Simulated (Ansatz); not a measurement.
**KTaO₃ in the cubic perovskite structure (space group Pm-3m, No. 221)**

Space group Pm-3m (No. 221); a = 4.024 Å, b = 4.024 Å, c = 4.024 Å, α = 90.00°, β = 90.00°, γ = 90.00°

```
atom  site  symmetry       x       y       z
----  ----  --------  ------  ------  ------
K       1a      m-3m  0.0000  0.0000  0.0000
Ta      1b      m-3m  0.5000  0.5000  0.5000
O       3c    4/mm.m  0.0000  0.5000  0.5000
```

Level of theory: DFT with PBE, PAW potentials and a 420 eV plane-wave cutoff in Ansatz (an electronic-structure program), no spin-orbit coupling. Settings: 8×8×8 k-points, 0.05 eV Fermi–Dirac smearing.

* **Volume per atom**: 13.04 Å³
* **Density**: 6.83 g/cm³
* **Band gap**: 2.16 eV, indirect, R → Γ
* **Lowest conduction-band minima above the VBM**: Γ 2.16 eV
* **Total energy**: -2635.646 eV/atom (σ→0; compares only within this code and set-up)

Spin-orbit coupling, missing from the scalar runs, can matter with Ta. Stability against distortions was not tested.
